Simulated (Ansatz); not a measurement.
## A15 Mo3Si

All values below come from r²SCAN in Ansatz (plane waves, PAW).

Run with plane-wave cutoff 600 eV, 14×14×14 k mesh, Fermi–Dirac smearing 0.059 eV (set by the program), no spin polarisation, scalar-relativistic PAW data made under PBE.

Cell (relaxed at this level):

```xyz
8
Lattice="4.8844 0.0000 0.0000 0.0000 4.8844 0.0000 0.0000 0.0000 4.8844" Properties=species:S:1:pos:R:3 pbc="T T T"
Si     2.4422     2.4422     2.4422
Si     0.0000     0.0000     0.0000
Mo     1.2211     0.0000     2.4422
Mo     2.4422     1.2211     0.0000
Mo     2.4422     3.6633     0.0000
Mo     3.6633     0.0000     2.4422
Mo     0.0000     2.4422     3.6633
Mo     0.0000     2.4422     1.2211
```

```json
{
 "elastic constant C11": "498 GPa",
 "elastic constant C12": "148 GPa",
 "elastic constant C44": "122 GPa",
 "Voigt–Reuss–Hill bulk modulus": "264 GPa",
 "Voigt–Reuss–Hill shear modulus (Hill average)": "141 GPa",
 "young_modulus": "360 GPa",
 "poisson_ratio": "0.273"
}
```

Elastic constants are with the ions relaxed.

Cost on a shared machine: about 2.5 core-hours (a rough figure).

Ansatz is a quantum-chemistry and plane-wave program.
